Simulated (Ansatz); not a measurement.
Sn with two functionals, uniaxial strain ε_zz = +2.94 %

The reference is Sn (space group I4_1/amd, No. 141; a = 5.9495 Å, c = 3.2137 Å; relaxed with 0.1 eV smearing). Axes: x, y, z lie along a, b, c of the conventional cell.

(Cell as relaxed with PBE.)

Levels (all Ansatz, a program for electronic structure, PAW): PBE (420 eV, spin-orbit coupling left out); r2SCAN (500 eV, scalar-relativistic without spin-orbit coupling).

Each level relaxes its own structure.

```csv
base,PBE,r2SCAN
volume per atom,28.44 Å³,27.60 Å³
lattice parameter a,5.949 Å,5.887 Å
band gap,zero,zero
```

It is then changed as follows: uniaxial strain ε_zz = +2.94 %, all other strain components held at zero; the atoms relax in the strained cell.

```json
[
 {"quantity": "energy relative to the base (free energy F)", "PBE": "+5.6 meV/atom", "r2SCAN": "+6.1 meV/atom"},
 {"quantity": "band gap", "PBE": "zero", "r2SCAN": "zero"},
 {"quantity": "stress (xx, yy, zz, yz, xz, xy; compression positive)", "PBE": "(-0.8, -0.8, -2.0, 0.0, 0.0, 0.0) GPa", "r2SCAN": "(-0.9, -0.9, -2.2, 0.0, 0.0, 0.0) GPa"},
 {"quantity": "shortest interatomic distance", "PBE": "3.088 Å", "r2SCAN": "3.055 Å"}
]
```

PBE's energy relative to the base lies 0.5 meV/atom below r2SCAN's; PBE's shortest interatomic distance lies 0.0322 Å above r2SCAN's (1.1 %); the two agree on the band gap. Neither level is exact; r2SCAN is the comparison here, not a measurement.

Stability against distortions was not tested.
